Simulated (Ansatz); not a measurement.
A calculation on rock-salt ZrN returned lattice constant a 4.609 Å, bulk modulus 253 GPa.

For reference: lattice constant a 4.575 Å (measured, temperature not stated, no zero-point or thermal correction, relaxed epitaxial film; as tabulated in Mei et al., J. Vac. Sci. Technol. A 31, 061516 (2013)); bulk modulus 248 GPa (measured, room temperature, no zero-point or thermal correction, our sources range from 215 to 248; as tabulated in Synthesis of Binary Transition Metal Nitrides, Carbides and Borides from the …).

### Question
Which level of theory produced these numbers?
A) B3LYP (VWN-RPA form) (Ansatz (a first-principles code))
B) HSE06 (Ansatz)
C) PBE-D3(BJ) (Ansatz)
D) PBE0-D3(BJ) (Ansatz)

### Answer
A, B3LYP (VWN-RPA form) (Ansatz)

The others give: PBE-D3(BJ) 4.559 Å, 262 GPa; PBE0-D3(BJ) 4.525 Å, 289 GPa; HSE06 4.562 Å, 273 GPa.

Unless a cell is named, each level is at its own relaxed cell (B3LYP (VWN-RPA form) 12.24, HSE06 11.87, PBE-D3(BJ) 11.84, PBE0-D3(BJ) 11.58 Å³/atom).

Ansatz's density-functional and Hartree–Fock values are scalar-relativistic unless marked +SOC, with PAW data made under PBE.
